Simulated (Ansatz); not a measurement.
Base system: GaN (space group P6_422, No. 181; a = 3.1251 Å, c = 7.3587 Å; a hypothetical phase, not in the database extracts checked). Axes: x lies along a and z along c of the hexagonal cell.

Modification: tensor shear ε_yz = +0.85 % (engineering shear γ = 0.0170), atoms relaxed at fixed cell.

Levels (all Ansatz, a first-principles code, PAW): PBEsol (420 eV, no SOC); r2SCAN (500 eV, no spin-orbit coupling).

The geometry is relaxed with PBEsol.

| Item | Result |
|---|---|
| PBEsol band gap | 1.47 eV |
| PBEsol pressure | 0.4 kbar |
| PBEsol gap character | indirect, A → Γ |

How does going to r2SCAN change the band gap, pressure and gap character?

The band gap rises by 0.436 eV to 1.90 eV; the pressure increases by 3.34 kbar (0.4 kbar → 3.8 kbar); the gap character remains indirect, A → Γ.

Single points use the geometry relaxed with PBEsol. Their cutoffs differ, which shifts pressures a little. The cells carry an imposed strain or load. No phonon test of stability was made. The base started in P3_121 and relaxed to P6_422 at this level. Labels are those of the standard path for the cell's own space group.
